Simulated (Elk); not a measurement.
Band structure of Ti3Si (Fm-3m, 4 atoms in the cell).

```
Ti3Si
1.0
    0.00000     3.21353     3.21353
    3.21353     0.00000     3.21353
    3.21353     3.21353     0.00000
Ti Si
3 1
Cartesian
  4.82030   4.82030   4.82030
  1.60677   1.60677   1.60677
  0.00000   0.00000   0.00000
  3.21353   3.21353   3.21353
```
Moments meant for the start (each program seeds them in its own way; μB, in the order of the atoms Ti Ti Ti Si): 0.0 0.0 1.0 0.0.

Computed with Elk 10.2.4 with PBEsol, all-electron FP-LAPW, Elk's shipped species files, APW+lo basis with extra local orbitals.

Settings: xctype = 22; spinpol = true; rgkmax = 8; stype = 3; swidth = 0.00183747 Ha; ngridk = 7 7 7; reducebf = 0.5; gmaxvr = 16 1/bohr; nxlo = 2; lorbcnd = true; lmaxi = 3; nempty = 12 per atom; bfcmt = [[0.0, 0.0, 0.0], [0.0, 0.0, 0.0], [0.0, 0.0, -0.25], [0.0, 0.0, 0.0]].

The starting cell comes from a database of computed structures (which also holds hypothetical and non-ambient phases and stackings), without a prior relaxation at this level. Its lattice was rescaled by a random factor within 2.5 % of one. With one magnetic atom in the cell only a parallel order is possible. Values depend on the basis (sphere radii, cutoffs, local orbitals), which need not be converged.

Levels in eV from the Fermi level, bands 18 to 25 of the first spin channel:
| point | 18 | 19 | 20 | 21 | 22 | 23 | 24 | 25 |
|---|---|---|---|---|---|---|---|---|
| Γ | -1.96 | -0.40 | -0.40 | -0.40 | 1.39 | 1.98 | 1.98 | 1.98 |
| X | -1.97 | -0.49 | -0.49 | -0.33 | 0.83 | 0.92 | 0.92 | 1.93 |
| W | -0.71 | -0.71 | -0.31 | 0.30 | 0.30 | 0.43 | 1.33 | 1.87 |
| K | -0.81 | -0.71 | -0.22 | 0.14 | 0.34 | 0.59 | 1.17 | 1.75 |
| L | -0.70 | -0.69 | -0.36 | -0.36 | 0.32 | 0.72 | 0.72 | 2.30 |
| U | -0.81 | -0.71 | -0.22 | 0.14 | 0.34 | 0.59 | 1.17 | 1.75 |

Bands cross the Fermi level along this path, so the cell is metallic at this level.

The net moment of the cell came out as 1.40 μB.
